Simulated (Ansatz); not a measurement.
Take MgS in the rock salt structure (space group Fm-3m, No. 225) as the base.

```yaml
crystal:
  lattice:
    - [0.00000, 2.57757, 2.57757]
    - [2.57757, 0.00000, 2.57757]
    - [2.57757, 2.57757, 0.00000]
  atoms:
    - { symbol: Mg, position: [0.50000, 0.50000, 0.50000] }
    - { symbol: S, position: [0.00000, 0.00000, 0.00000] }
```

Levels (all Ansatz, a program for electronic structure, PAW): PBE-D3(BJ) (420 eV, no spin-orbit coupling); HSE06 (420 eV, no SOC).

The geometry is relaxed with PBE-D3(BJ).

| Item | Result |
|---|---|
| PBE-D3(BJ) band gap | 2.85 eV |

**Question.** What does HSE06 give at this geometry for the band gap?

**Answer.** The band gap rises by 1.02 eV to 3.87 eV.

Single points use the geometry relaxed with PBE-D3(BJ). HSE06 was sampled on its mesh, a few special points and the semilocal edge points, so its gap is an upper bound. No phonon test of stability was made. The base started in Pnma and relaxed to Fm-3m at this level.
